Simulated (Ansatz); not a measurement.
End structure of the (22-43) surface of hcp Sc in its 1x1 cell, outermost plane spacing 0.37 Å in the ideal cut:

```
CELL_PARAMETERS angstrom
      5.75014     0.00000     0.00000
      2.87507    11.46819     0.00000
      0.00000     0.00000    26.50000
ATOMIC_POSITIONS crystal
  Sc 0.35614 0.88610 0.30951
  Sc 0.08511 0.16386 0.32178
  Sc 0.12333 0.43025 0.33614
  Sc 0.84999 0.70182 0.34842
  Sc 0.84439 0.96408 0.36130
  Sc 0.54608 0.22833 0.37519
  Sc 0.59367 0.49797 0.38583
  Sc 0.29043 0.75926 0.40507
  Sc 0.31371 0.02265 0.41453
  Sc 0.02115 0.28900 0.42811
  Sc 0.05557 0.55419 0.44295
  Sc 0.75902 0.82123 0.45716
  Sc 0.78765 0.08644 0.47182
  Sc 0.49334 0.35361 0.48394
  Sc 0.52610 0.61854 0.50000
  Sc 0.22841 0.88348 0.51606
  Sc 0.25555 0.15065 0.52818
  Sc 0.96171 0.41586 0.54284
  Sc 0.99121 0.68290 0.55705
  Sc 0.69160 0.94809 0.57189
  Sc 0.71782 0.21444 0.58547
  Sc 0.43115 0.47783 0.59493
  Sc 0.47309 0.73912 0.61417
  Sc 0.15586 0.00876 0.62481
  Sc 0.18992 0.27301 0.63870
  Sc 0.93326 0.53527 0.65158
  Sc 0.93504 0.80684 0.66386
  Sc 0.63043 0.07323 0.67822
  Sc 0.62369 0.35099 0.69049
```

Set-up: 29 atoms, 10.5 Å thick at the start (thin: gaps and levels are the slab's own); mesh 7x4x1; 0.1 eV smearing; dipole correction on; single point; on the structure that PBE left under its start's symmetry; no spin, no spin-orbit, no U.

Q: Give the work function of the top face at the level r2SCAN, at the PBE geometry in Ansatz (a first-principles code).

A: 3.15 eV
